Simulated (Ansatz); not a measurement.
System: IrC (model structure, F-43m, No. 216, 2 atoms in the cell). Method: r²SCAN (Ansatz, a first-principles code, PAW).

Numerical settings: plane-wave cutoff 560 eV, 20×20×20 k mesh, Fermi–Dirac smearing 0.05 eV, no spin polarisation, scalar-relativistic PAW data made under PBE.

Cell (relaxed at this level):

```cif
data_C4Ir4
_chemical_formula_sum 'Ir4 C4'
_space_group_name_H-M_alt 'F-43m'
_space_group_IT_number 216
_space_group_name_Hall 'F -4 2 3'
_cell_length_a 4.59983
_cell_length_b 4.59983
_cell_length_c 4.59983
_cell_angle_alpha 90.000
_cell_angle_beta 90.000
_cell_angle_gamma 90.000
loop_
_atom_site_label
_atom_site_type_symbol
_atom_site_symmetry_multiplicity
_atom_site_Wyckoff_symbol
_atom_site_fract_x
_atom_site_fract_y
_atom_site_fract_z
_atom_site_occupancy
Ir1 Ir 4 a 0.00000 0.00000 0.00000 1
C1 C 4 d 0.75000 0.75000 0.75000 1
```
(The calculation used a cell of 2 atoms; values per cell refer to that cell.)

**Question.** What does this level give for the bulk modulus B0?

**Answer.** 
- bulk modulus B0 = 293 GPa

Note: the run has no spin polarisation, so it can have missed a magnetic state; the bulk modulus is −V dP/dV from two relaxed cells at ±2 % in volume; the relaxation could raise the start's symmetry but not lower it, so the cell can be a saddle point.

Spin–orbit coupling is not included; it can open a gap where bands touch, and shift volumes and moduli.

Computed values are for the static lattice.

A model structure was made by putting elements into a prototype or built by hand; it is no filed structure, need not be a known phase, and can be a saddle point held by its symmetry.
